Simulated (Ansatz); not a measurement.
Results of LDA (Ansatz, a first-principles code, plane waves, PAW) for Sr3Sn2O7 (Cmcm, No. 63, 24 atoms in the cell; start mp-17743).

From the output:

```
Crystal: 24 atoms, lattice volume = 338.844 Å³
Basis set: ecut = 520 eV, 9111 PW (Γ), exchange–correlation on 160×160×90 points (8 copies of the dense FFT grid, shifted against one another)
Bands: 124, of which v1, the nominal top of the filled ones, is band 100 counted from 1 (99 counted from 0)
Symmetry: 8 space group operations
Space group: Cmcm (ITA 63), of the structure as read, at distance tolerance 7.0e-5 Å
k-points: 52 of 216
Functional: x = slater, c = lda
SCF iter   1: F=—  HF=-51981.317873 eV  |F-HF|=—  |Δ(HF+E_count)|=         —  Δρ=1.69e-2  dr2=8.72e-1
SCF iter   2: F=—  HF=-51981.099568 eV  |F-HF|=—  |Δ(HF+E_count)|=   2.18e-1  Δρ=5.54e-3  dr2=3.62e-2
  ...
SCF iter  10: F=—  HF=-51981.084643 eV  |F-HF|=—  |Δ(HF+E_count)|=   8.81e-9  Δρ=1.08e-6  dr2=3.30e-9
SCF iter  11: F=-51981.084643 eV  HF=-51981.084643 eV  |F-HF|=1.14e-9  |Δ(HF+E_count)|=  3.64e-11  Δρ=7.22e-7  dr2=1.45e-9
SCF 1 converged in 11 iterations: F = -51981.084643 eV  dr2 = 1.45e-9
SCF converged after 11 iterations
Free energy (F): -51981.084643 eV
  ...
--- Forces (eV/Å), atoms counted from 1 ---
  atom   1  Sr     0.00000000     0.02171654     0.00000000
  atom   2  Sr     0.00000000    -0.02171654     0.00000000
  atom   3  Sr    -0.01539048     0.01229573     0.00000000
  atom   4  Sr     0.01539048    -0.01229573     0.00000000
  atom   5  Sr    -0.01539048    -0.01229573     0.00000000
  atom   6  Sr     0.01539048     0.01229573     0.00000000
  atom   7  Sn    -0.00145091     0.01491113     0.00000000
  atom   8  Sn     0.00145091    -0.01491113     0.00000000
  atom   9  Sn    -0.00145091    -0.01491113     0.00000000
  atom  10  Sn     0.00145091     0.01491113     0.00000000
  atom  11  O      0.02017270     0.00000000    -0.00000000
  atom  12  O     -0.02017270     0.00000000     0.00000000
  atom  13  O     -0.02017270    -0.00000000     0.00000000
  atom  14  O      0.02017270     0.00000000     0.00000000
  atom  15  O     -0.00005166    -0.00000000    -0.00000000
  atom  16  O      0.00005166     0.00000000    -0.00000000
  atom  17  O      0.00005166    -0.00000000     0.00000000
  atom  18  O     -0.00005166    -0.00000000     0.00000000
  atom  19  O     -0.12941654     0.00924182     0.00000000
  atom  20  O      0.12941654    -0.00924182     0.00000000
  atom  21  O     -0.12941654    -0.00924182     0.00000000
  atom  22  O      0.12941654     0.00924182     0.00000000
  atom  23  O      0.00000000    -0.01477601     0.00000000
  atom  24  O      0.00000000     0.01477601     0.00000000
--- Stress (GPa, compression-positive) ---
       -4.420729       0.000000       0.000000
        0.000000      -4.376643       0.000000
        0.000000       0.000000      -4.203811
  P = ⅓ Tr σ = -4.3337 GPa (-43.337 kbar)
```

Question: Write an input file that could have produced this run (the log leaves some choices open).

Answer: Several could match; the one computed here: 
Ansatz 0.2 input:
```yaml
crystal:
  lattice:
    - [10.2044960333, -2.9052436732, 0.0]
    - [10.2044960333, 2.9052436732, 0.0]
    - [0.0, 0.0, 5.7147362386]
  atoms:
    - { symbol: Sr, position: [0.2438642442, 0.7561357558, 0.75] }
    - { symbol: Sr, position: [0.7561357558, 0.2438642442, 0.25] }
    - { symbol: Sr, position: [0.4243436668, 0.949832854, 0.75] }
    - { symbol: Sr, position: [0.5756563332, 0.050167146, 0.25] }
    - { symbol: Sr, position: [0.949832854, 0.4243436668, 0.25] }
    - { symbol: Sr, position: [0.050167146, 0.5756563332, 0.75] }
    - { symbol: Sn, position: [0.8474011487, 0.3503285263, 0.75] }
    - { symbol: Sn, position: [0.1525988513, 0.6496714737, 0.25] }
    - { symbol: Sn, position: [0.3503285263, 0.8474011487, 0.25] }
    - { symbol: Sn, position: [0.6496714737, 0.1525988513, 0.75] }
    - { symbol: O, position: [0.0824394175, 0.0824394175, 0.5] }
    - { symbol: O, position: [0.9175605825, 0.9175605825, 0.5] }
    - { symbol: O, position: [0.9175605825, 0.9175605825, 0.0] }
    - { symbol: O, position: [0.0824394175, 0.0824394175, 0.0] }
    - { symbol: O, position: [0.3868030595, 0.3868030595, 0.0] }
    - { symbol: O, position: [0.6131969405, 0.6131969405, 0.0] }
    - { symbol: O, position: [0.6131969405, 0.6131969405, 0.5] }
    - { symbol: O, position: [0.3868030595, 0.3868030595, 0.5] }
    - { symbol: O, position: [0.3867813102, 0.0085239591, 0.25] }
    - { symbol: O, position: [0.6132186898, 0.9914760409, 0.75] }
    - { symbol: O, position: [0.0085239591, 0.3867813102, 0.75] }
    - { symbol: O, position: [0.9914760409, 0.6132186898, 0.25] }
    - { symbol: O, position: [0.6738158257, 0.3261841743, 0.75] }
    - { symbol: O, position: [0.3261841743, 0.6738158257, 0.25] }
basis:
  ecutwfc: 520
  ecutrho_ratio: 4
  xc_grid: 2
kpoints:
  mp_grid: { grid: [6, 6, 6] }
  band_path:
    path:
      - [0.0, 0.0, 0.0]
      - [0.25, 0.25, 0.0]
      - [0.5, 0.5, 0.0]
      - [0.442566, 0.557434, 0.0]
      - [0.385132, 0.614868, 0.0]
      - [0.327698, 0.672302, 0.0]
      - [0.270264, 0.729736, 0.0]
      - [-0.270264, 0.270264, 0.0]
      - [-0.216211, 0.216211, 0.0]
      - [-0.162158, 0.162158, 0.0]
      - [-0.108106, 0.108106, 0.0]
      - [-0.054053, 0.054053, 0.0]
      - [0.0, 0.0, 0.1]
      - [0.0, 0.0, 0.2]
      - [0.0, 0.0, 0.3]
      - [0.0, 0.0, 0.4]
      - [0.0, 0.0, 0.5]
      - [-0.054053, 0.054053, 0.5]
      - [-0.108106, 0.108106, 0.5]
      - [-0.162158, 0.162158, 0.5]
      - [-0.216211, 0.216211, 0.5]
      - [-0.270264, 0.270264, 0.5]
      - [0.270264, 0.729736, 0.5]
      - [0.327698, 0.672302, 0.5]
      - [0.385132, 0.614868, 0.5]
      - [0.442566, 0.557434, 0.5]
      - [0.5, 0.5, 0.5]
      - [0.5, 0.5, 0.4]
      - [0.5, 0.5, 0.3]
      - [0.5, 0.5, 0.2]
      - [0.5, 0.5, 0.1]
      - [0.0, 0.1, 0.0]
      - [0.0, 0.2, 0.0]
      - [0.0, 0.3, 0.0]
      - [0.0, 0.4, 0.0]
      - [0.0, 0.5, 0.0]
      - [0.0, 0.5, 0.1]
      - [0.0, 0.5, 0.2]
      - [0.0, 0.5, 0.3]
      - [0.0, 0.5, 0.4]
      - [0.0, 0.5, 0.5]
      - [0.0, 0.4, 0.5]
      - [0.0, 0.3, 0.5]
      - [0.0, 0.2, 0.5]
      - [0.0, 0.1, 0.5]
      - [0.25, 0.25, 0.5]
    npoints: 1
hamiltonian:
  xc: lda
  dispersion: none
  pseudopotentials: { kind: paw }
scf:
  occupations: { method: fermi_dirac, width: 0.01 }
  convergence: { dr2_threshold: 0.0000000024 }
output:
  forces: true
  stress: true
  eigenvalues: true
  write_bands: true
```

The PAW data were made under PBE.

Note: cell and atoms aren't relaxed at this level (largest force component 0.13 eV/Å, pressure -4.3 GPa).

A start named mp-… is a Materials Project structure, which need not be a measured phase.
